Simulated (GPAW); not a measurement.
Worked example: self-consistent single point of SrTiO3 (Pm-3m, 5 atoms in the cell) in GPAW.

Level of theory: revPBE+U, GPAW PAW datasets revPBE (gpaw-data 1.0.1) (plane waves; GPAW).

```yaml
crystal:
  lattice:
    - [3.99369, 0.00000, 0.00000]
    - [0.00000, 3.99369, 0.00000]
    - [0.00000, 0.00000, 3.99369]
  atoms:
    - { symbol: Sr, position: [0.00000, 0.00000, 0.00000] }
    - { symbol: Ti, position: [0.50000, 0.50000, 0.50000] }
    - { symbol: O, position: [0.50000, 0.00000, 0.50000] }
    - { symbol: O, position: [0.00000, 0.50000, 0.50000] }
    - { symbol: O, position: [0.50000, 0.50000, 0.00000] }
```

Reference input (self-consistent single point, DFT revPBE, plane waves, GPAW PAW datasets revPBE (gpaw-data 1.0.1)): mode = pw; ecut = 900 eV; xc = revPBE; kpts = 4 4 4; mesh shift (steps) = 0 0 0; occupations.name = methfessel-paxton; occupations.width = 0.02 eV; occupations.order = 0; nbands = -4; convergence.density = 1e-05 e/electron; convergence.energy = 1e-05 eV/electron; convergence.bands = -2. This run's input differs from it in these lines:

```diff
@@ -17,2 +17,3 @@
             xc='revPBE',
+            setups={'Ti': ':d,3.0'},
             kpts={'size': (4, 4, 4), 'gamma': True},
```

Log, with long lists cut:

```
     iter     time        total  log10-change:
                         energy   eigst   dens
iter:   1 --:--:--   -42.093041   +0.53
iter:   2 --:--:--   -40.141340   -0.41  -0.94
iter:   3 --:--:--   -35.614679   +0.24  -1.00
iter:   4 --:--:--   -35.747592   -0.46  -1.35
iter:   5 --:--:--   -36.154810   -1.25  -1.43
   [... 6 lines left out ...]
iter:  12 --:--:--   -35.885081   -2.73  -2.59
iter:  13 --:--:--   -35.885668   -3.37  -3.02
iter:  14 --:--:--   -35.885360   -3.96  -2.89
iter:  15 --:--:--   -35.885049   -3.96  -2.90
iter:  16 --:--:--   -35.885086c  -4.17  -3.22
iter:  17 --:--:--   -35.885023c  -5.04  -3.35
iter:  18 --:--:--   -35.884981c  -5.03  -3.36
iter:  19 --:--:--   -35.884880c  -5.02  -3.52
iter:  20 --:--:--   -35.884854c  -5.29  -3.76
   [... 5 lines left out ...]
iter:  26 --:--:--   -35.884817c  -6.49  -4.47
iter:  27 --:--:--   -35.884817c  -6.86  -4.73
iter:  28 --:--:--   -35.884817c  -7.25  -4.75
iter:  29 --:--:--   -35.884817c  -7.10  -4.81
iter:  30 --:--:--   -35.884817c  -8.26c -5.22c
Converged after 30 iterations.

Dipole moment: (-0.000009, -0.000009, -0.000009) |e|*Ang

Energy contributions relative to reference atoms: (reference = -115856.614496)

Kinetic:        +31.930306
Potential:      -37.189484
External:        +0.000000
XC:             -31.348375
Entropy (-ST):   +0.000000
Local:           +0.722737
SIC:             +0.000000
--------------------------
Free energy:    -35.884817
Extrapolated:   -35.884817

Showing only first 2 kpts
 Kpt  Band  Eigenvalues  Occupancy
  0    18      5.65831    2.00000
  0    19      5.65831    2.00000
  0    20      8.30238    0.00000
  0    21      8.30238    0.00000

  1    18      5.44183    2.00000
  1    19      5.44183    2.00000
  1    20      8.37943    0.00000
  1    21      9.21624    0.00000

Fermi level: 6.78384

Gap: 2.219 eV
Transition (v -> c):
   [... lines left out ...]
Direct gap: 2.644 eV
   [... lines left out ...]
Energy (eV): -35.884817

Forces in eV/Ang:
  0 Sr    0.00000    0.00000    0.00000
  1 Ti    0.00000   -0.00000   -0.00000
  2 O    -0.00000   -0.00000   -0.00000
  3 O    -0.00000   -0.00000   -0.00000
  4 O    -0.00000    0.00000   -0.00000

Stress tensor:
     0.009494     0.000000     0.000000
     0.000000     0.009494     0.000000
     0.000000     0.000000     0.009494
Stress (GPa, Voigt): [1.5211 1.5211 1.5211 0.     0.     0.    ]
```

The run converged in 30 iterations. GPAW prints stress with tension positive. Against the reference run the gap on the mesh goes from 1.775 to 2.219 eV.

At such cutoffs GPAW's stress carries a finite-basis (Pulay) error, which enters relaxed cells too; its log prints stress with tension positive.

The starting cell comes from a database of computed structures (which also holds hypothetical and non-ambient phases and stackings), without a prior relaxation at this level. Its lattice was rescaled by a random factor within 2.5 % of one. Spin polarisation is off. The U value is a test value, and with U on an open shell several self-consistent states can exist.
